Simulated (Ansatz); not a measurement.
Structures of equal composition on the (111) surface of fcc Cu: a layer of Sn in place of the second plane; a layer of Sn in place of the third plane. The slabs share one bottom face, and each structure is named by its start. These are constructed structures in small cells; real faces may alloy, dewet or reconstruct in larger ones, and not all known structures of the face are among them. Slabs of about 10 Å, Fermi-Dirac smearing of 0.1 eV. Bottom of the slabs: a bare face, its two planes held. Relaxed from the named starts with such symmetry as they have, on meshes of like density; energies extrapolated to zero smearing; spin only where a row says so; no spin-orbit coupling, no U. Brackets mark spin-polarised runs, whose order is one that fits the cell.

The numbers are results of PBE (plane waves to 420 eV, PAW; Ansatz, an electronic-structure program), not measurements.

Problem. Rank these by energy per 1x1 cell (lowest first), as PBE gives it.

Solution. a layer of Sn in place of the second plane (0.000 eV), a layer of Sn in place of the third plane (0.113 eV)
